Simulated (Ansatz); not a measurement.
CsCl-type KF (model structure) was calculated with HSE06 (PAW; Ansatz, an electronic-structure program).

Numerical settings: plane-wave cutoff 500 eV, 6×6×6 k mesh, gaussian smearing 0.02 eV, scalar-relativistic PAW data made under PBE.

Cell (relaxed at this level):

```cif
data_FK
_chemical_formula_sum 'K1 F1'
_space_group_name_H-M_alt 'Pm-3m'
_space_group_IT_number 221
_space_group_name_Hall '-P 4 2 3'
_cell_length_a 3.22079
_cell_length_b 3.22079
_cell_length_c 3.22079
_cell_angle_alpha 90.000
_cell_angle_beta 90.000
_cell_angle_gamma 90.000
loop_
_atom_site_label
_atom_site_type_symbol
_atom_site_symmetry_multiplicity
_atom_site_Wyckoff_symbol
_atom_site_fract_x
_atom_site_fract_y
_atom_site_fract_z
_atom_site_occupancy
K1 K 1 a 0.00000 0.00000 0.00000 1
F1 F 1 b 0.50000 0.50000 0.50000 1
```

Question: What does this level give for the band gap?

Answer: 
band gap: 8.60 eV (on the SCF k mesh)

Note: the relaxation could raise the start's symmetry but not lower it, so the cell can be a saddle point.

The result took around 3.0 core-minutes (rough).

A model structure was made by putting elements into a prototype or built by hand; it is no filed structure, need not be a known phase, and can be a saddle point held by its symmetry.
